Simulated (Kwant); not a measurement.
System: six-terminal Hall bar in a InSb two-dimensional gas. Effective mass 0.014 mₑ, grid spacing 12 nm, hard walls, nominal width 300 nm (25 grid rows, so walls 312 nm apart), one parabolic valley, scattering region 780 nm long along x; energies count from the band bottom; Fermi energy swept from 0.001625 to 0.013 eV. Four side probes 150 nm wide, two on each edge; current runs along x; the sign of the Hall resistance is a convention. Perpendicular field 0.36 T, also in the leads; orbital effect alone.

The device is made up for the run: typed textbook-type constants, with dimensions and the other settings drawn at random.

Computed with Kwant: effective-mass tight-binding model on a square grid, one spin, coherent transport at 0 K. Resistances are in h/e².

### Question
How many Landau levels lie under the Fermi energy, and what Hall resistance follows, at 2.20 meV and 0.360 T; 5.10 meV and 0.360 T; 8.95 meV and 0.360 T; 11.8 meV and 0.360 T?

### Answer
ħωc = ħeB/m = 8.27 meV a tesla; levels lie at (n + ½)ħωc. E/ħωc = 0.74 gives 1 level and h/(1e²) = 1.000; simulated 1.000. E/ħωc = 1.71 gives 2 levels and h/(2e²) = 0.500; simulated 0.500. E/ħωc = 3.01 gives 3 levels and h/(3e²) = 0.333; simulated 0.333. E/ħωc = 3.98 gives 4 levels and h/(4e²) = 0.250; simulated 0.250.
